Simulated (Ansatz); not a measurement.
# Hf3Si2 (P4/mbm, No. 127; cell taken from a computed entry)

Method: LDA (PAW; Ansatz, a quantum-chemistry and plane-wave program).

Run with plane-wave cutoff 520 eV, 8×8×16 k mesh (along the axes of the cell as run), Fermi–Dirac smearing 0.05 eV, scalar-relativistic PAW data made under PBE.

Cell (relaxed at this level):

```xyz
10
Lattice="6.9222 0.0000 0.0000 0.0000 6.9222 0.0000 0.0000 0.0000 3.5704" Properties=species:S:1:pos:R:3 pbc="T T T"
Hf     4.6671     5.7163     1.7852
Hf     2.2552     1.2059     1.7852
Hf     1.2059     4.6671     1.7852
Hf     5.7163     2.2552     1.7852
Hf     3.4611     3.4611     0.0000
Hf     0.0000     0.0000     0.0000
Si     4.3171     0.8560     0.0000
Si     2.6051     6.0662     0.0000
Si     6.0662     4.3171     0.0000
Si     0.8560     2.6051     0.0000
```

* **band gap**: zero (no gap)

Note: the relaxation could not lower the start's symmetry, so the cell can be a saddle point above a distorted one.

Spin–orbit coupling is not included; it can open a gap where bands touch, and shift volumes and moduli.

Computed values are for the static lattice.

Cost on a shared machine: about 30 core-minutes (a rough figure).
